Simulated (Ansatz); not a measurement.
Consider Nb in the bcc (W type) structure (space group Im-3m, No. 229; a = 3.248 Å; relaxed with 0.1 eV smearing). Axes: x, y, z lie along the cube axes.

Computed with LDA (Ansatz, a program for electronic structure), no spin-orbit coupling.

Perturbation: the cell is scaled by 1.0100 in all directions, atoms relaxed at fixed cell.

**Question.** Predict the stress tensor and what it implies for the stiffness.

**Answer.** Stress of the strained cell less that of the base (GPa, compression positive):
```
   -5.4     0.0     0.0
    0.0    -5.4     0.0
    0.0     0.0    -5.4
```

Then B = −ΔP/(ΔV/V₀) with ΔV/V₀ = 0.0303 gives secant stiffness values (nonlinear terms included at this strain): B ≈ 177 GPa.

As a check, the harmonic strain energy −½ V₀ Δσ:ε is 8.6 meV/atom; the computed energy rise is 8.9 meV/atom.

Whether these cells are dynamically stable was not tested. The final runs are not spin-polarised.
